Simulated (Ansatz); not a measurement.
Take Ti in the hcp (Mg type) structure (space group P6_3/mmc, No. 194; a = 2.902 Å, c = 4.593 Å; relaxed with 0.1 eV smearing) as the base. Axes: x lies along a and z along c of the hexagonal cell.

The values are results of Kohn–Sham DFT with the PBEsol functional, run in Ansatz (a quantum-chemistry and plane-wave program) with PAW and 420 eV plane waves, no spin-orbit coupling, not measurements.

Base values:

```
Property                         Value
-----------------------------  -------
Shortest interatomic distance  2.843 Å
Pressure                       0.0 GPa
```

Modification: biaxial strain −1.00 %, plane normal [001], relaxed out of plane (Cartesian); in-plane vectors clamped, the third vector and the atoms free.

Task: Estimate the effect on the shortest interatomic distance.

Result: The shortest interatomic distance rises by 0.006 Å (2.843 Å → 2.849 Å).

Task: What happens to the pressure?

Result: The pressure (mean of the normal stresses, compression positive) goes from zero to 1.4 GPa.

Stability against distortions was not tested. All final runs are without spin polarisation.
